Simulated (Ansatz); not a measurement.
Migration barriers: Zr-vacancy pair in fcc Cu, neutral cell

Consider Zr-vacancy pair (Zr on one host Cu site, one Cu site vacant) in fcc Cu, neutral cell. Computed with PBE, PAW (plane waves to 420 eV; Ansatz, a quantum-chemistry and plane-wave program).

Cell of 32 host sites held at the relaxed PBE lattice; a 2×2×2 k-point mesh shifted by half a step; Fermi-Dirac width 0.10 eV, spin-restricted; finite-size errors left in. No zero-point or tunnelling terms. Forms of the defect that were not tried may lie lower.

Barriers: single points on a 4×4×4 k-point mesh shifted by half a step at the bands' geometries (they differ from the bands' own by up to 0.20 eV, and are uncertain by about as much).

```
Route                                                                                                  Start site over the lowest site run (eV)  Hop (Å)  Forward barrier (eV)  Backward barrier (eV)                                               Neighbours at the start                    Neighbours at the saddle                        Saddle order  Forward, on the band's own sampling (eV)
-----------------------------------------------------------------------------------------------------  ----------------------------------------  -------  --------------------  ---------------------  --------------------------------------------------------------------  ------------------------------------------  ----------------------------------  ----------------------------------------
the Zr atom itself jumps into the vacancy (Zr-vacancy distance between ideal sites 2.57 Å throughout)                                      0.00     1.95                  0.18                   0.18  4 Cu at 2.60, 2 Cu at 2.65, 4 Cu at 2.74, Cu at 2.84, 2 Cu at 3.33 Å  4 Cu at 2.54, 4 Cu at 2.86, 8 Cu at 3.28 Å  not checked, on a symmetry element                                      0.38
```

Paths come from CI-NEB runs.  A band can be held on a symmetry element, so unchecked saddle points there may be too high.

The whole set of runs took about 1.0 core-hours (a rough figure).
